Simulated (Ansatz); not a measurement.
SnSe: uniaxial strain ε_zz = −1.05 %

Consider SnSe in the GeS type structure (space group Pnma, No. 62; a = 11.230 Å, b = 4.112 Å, c = 4.236 Å). Axes: x, y, z lie along a, b, c of the conventional cell.

One thing is altered: the cell is compressed by 1.05 % along z with no lateral relaxation; the atoms relax in the strained cell.

Calculations: Ansatz (a program for electronic structure), PBEsol-D3(BJ), PAW, cutoff 420 eV, spin-orbit coupling left out, earlier PAW set. Γ-centred 3×8×8 mesh, Fermi–Dirac width 0.05 eV.

```tsv
quantity	base	changed	shift
volume per atom	24.45 Å³	24.19 Å³	-0.26 Å³
space group	Pnma (No. 62)	Pnma (No. 62)	–
shortest interatomic distance	2.730 Å	2.726 Å	-0.004 Å
energy relative to the base (free energy F)	0 meV/atom	+0.5 meV/atom	+0.5 meV/atom
pressure (mean of the normal stresses, compression positive)	0.0 kbar	4.6 kbar	+4.6 kbar
band gap	0.21 eV	0.11 eV	-0.10 eV
gap character	indirect, Γ–Z (83 % along) → Γ–Z (17 % along)	indirect, Γ–Z (83 % along) → Γ–Z (17 % along)	–
smallest direct gap	0.52 eV	0.51 eV	-0.01 eV
width of the top valence band	1.88 eV	1.97 eV	+0.09 eV
stress (xx, yy, zz, yz, xz, xy; compression positive)	–	(0.25, 0.47, 0.66, 0.00, 0.00, 0.00) GPa	–
```

Final structure:

```yaml
crystal:
  lattice:
    - [11.22996, 0.00000, 0.00000]
    - [0.00000, 4.11178, 0.00000]
    - [0.00000, 0.00000, 4.19143]
  atoms:
    - { symbol: Sn, position: [0.61696, 0.75000, 0.56190] }
    - { symbol: Sn, position: [0.88304, 0.25000, 0.06190] }
    - { symbol: Sn, position: [0.38304, 0.25000, 0.43810] }
    - { symbol: Sn, position: [0.11696, 0.75000, 0.93810] }
    - { symbol: Se, position: [0.35916, 0.75000, 0.98275] }
    - { symbol: Se, position: [0.14084, 0.25000, 0.48275] }
    - { symbol: Se, position: [0.64084, 0.25000, 0.01725] }
    - { symbol: Se, position: [0.85916, 0.75000, 0.51725] }
```

Whether these cells are dynamically stable was not tested. The program warned that a D3 coordination switch lies within reach, so dispersion energies are less smooth here. The zero or small gap of SnSe can change with the level of theory.
